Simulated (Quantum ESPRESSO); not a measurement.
A working Quantum ESPRESSO input for NaLaMg6 (Amm2, 8 atoms in the cell) (DFT, LDA (PZ), plane waves, GBRV 1.5 ultrasoft (LDA) pseudopotentials):

```fortran
&CONTROL
 calculation = 'scf',
 prefix = 'pwscf',
 outdir = './out',
 pseudo_dir = './',
 tprnfor = .true.,
 tstress = .true.,
/
&SYSTEM
 ibrav = 0,
 nat = 8,
 ntyp = 3,
 ecutwfc = 40,
 ecutrho = 200,
 occupations = 'smearing',
 smearing = 'gaussian',
 degauss = 0.0073499,
/
&ELECTRONS
 conv_thr = 1.0d-9,
/
ATOMIC_SPECIES
Na    22.9898  na_lda_v1.5.uspp.F.UPF
La   138.9055  la_lda_v1.uspp.F.UPF
Mg    24.3050  mg_lda_v1.4.uspp.F.UPF
ATOMIC_POSITIONS {crystal}
Na    0.5000000000    0.6595700000    0.6595700000
La    0.0000000000    0.8357900000    0.8357900000
Mg    0.0000000000    0.8301200000    0.3312000000
Mg    0.0000000000    0.3312000000    0.8301200000
Mg    0.0000000000    0.3376000000    0.3376000000
Mg    0.5000000000    0.6643500000    0.1745100000
Mg    0.5000000000    0.1745100000    0.6643500000
Mg    0.5000000000    0.1668500000    0.1668500000
K_POINTS {automatic}
3 3 3  1 1 1
CELL_PARAMETERS {angstrom}
   5.3819260000     0.0000000000     0.0000000000
   0.0000000000     3.4277200000     5.9919100000
   0.0000000000    -3.4277200000     5.9919100000
```

The run converged in 14 iterations: free energy E − TS -12893.5856 eV; Fermi level (on the code's own zero) 5.02 eV; pressure -2.74 GPa; largest force (vector length) 0.132 eV/Å. Each of these slips is then made, one at a time:

(1)
```diff
- nat = 8,
+ nat = 9,
```

(2)
```diff
+ tot_charge = 1,
```

(3)
```diff
- calculation = 'scf',
+ calculation = 'single-point',
```

Task: What happens in each case?

Result: 
(1) An atom count that does not match the list of atoms. The program stopped before any SCF iteration.
```
Error in routine read_cards (9):
wrong number of columns in ATOMIC_POSITIONS
```

(2) An unintended net charge. The run converged in 13 iterations without an error; against the sound input the pressure goes from -2.74 to -8.15 GPa and the largest force goes from 0.132 to 0.141 eV/Å.

(3) A value that the program does not know. The program stopped before any SCF iteration.
```
Error in routine  control_checkin (1):
calculation "single-point" not allowed
```

The starting cell comes from a database of computed structures (which also holds hypothetical and non-ambient phases and stackings), without a prior relaxation at this level. Its lattice was rescaled by a random factor within 2.5 % of one. Without a gap this mesh is coarse (it stands for a supercell whose shortest vector is 16 Å).

Left out of this page: 4 runs of the series outside the window shown, repeating another row's setting, or not comparable.
